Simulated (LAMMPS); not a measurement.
Atomistic model of a symmetric tilt boundary about [001] in Si (diamond structure), boundary plane (310) of one grain on (3-10) of the other.

Level of theory: classical force field (static), pair style meam/spline, file Si_2.meam.spline, run in LAMMPS.

```yaml
boundary energy (lowest found): 0.547 J/m²
excess_volume: 0.02 Å
"Σ": 5
rotation_about_the_axis: 36.87 °
disorientation (full cubic symmetry): 36.87 °
largest_excess_energy_of_an_atom: 0.25 eV
lattice constant at 0 K: 5.431 Å
cost: roughly 7 core-minutes
```

Potential: file Si_2.meam.spline of the LAMMPS distribution; its header cites Du, Lenosky, Hennig, Goedecker, Wilkins, Phys Stat Sol, 248, 2050 (2011).
